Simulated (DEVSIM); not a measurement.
Structure: CdS/CdTe n-p heterojunction, at 300 K.

Layer 1 from the left is CdS, thickness (μm) 0.780, Nd (cm⁻³) 6.5e17, τn (s) 1e-9, τp (s) 1e-9. Layer 2 from the left is CdTe, thickness (μm) 0.320, Na (cm⁻³) 8.1e16, τn (s) 1e-9, τp (s) 1e-9.

Left contact: ohmic. Right contact: ohmic. Voltage is applied to the left contact. Recombination: SRH at mid-gap, radiative. Mobility is constant in doping.

This is a model device: material constants are rounded textbook-type values typed into the input, and sizes, dopings and lifetimes were drawn at random. Values at 300 K.

CdS: gap (eV) 2.4, affinity (eV) 4.3, permittivity 9, Nc (cm⁻³) 2.2e18, Nv (cm⁻³) 1.8e19, μn (cm²/Vs) 300, μp (cm²/Vs) 25, B (cm³/s) 1e-10. CdTe: gap (eV) 1.5, affinity (eV) 4.28, permittivity 10.2, Nc (cm⁻³) 8e17, Nv (cm⁻³) 1.8e19, μn (cm²/Vs) 1000, μp (cm²/Vs) 80, B (cm³/s) 1e-10.

Simulated with DEVSIM: 1D drift-diffusion, Boltzmann statistics, complete ionisation; no tunnelling, impact ionisation, image-force lowering or self-heating. Band offsets follow the typed affinities; no thermionic-emission limit at abrupt steps, no polarisation charge.

Question: What does the simulation give for the largest field in the device at zero bias, the potential step across the device at zero bias, the dark forward voltage at 1 A/cm²?

Answer: largest field in the device at zero bias 200000 V/cm; potential step across the device at zero bias 1.309 V; dark forward voltage at 1 A/cm² 1.055 V.
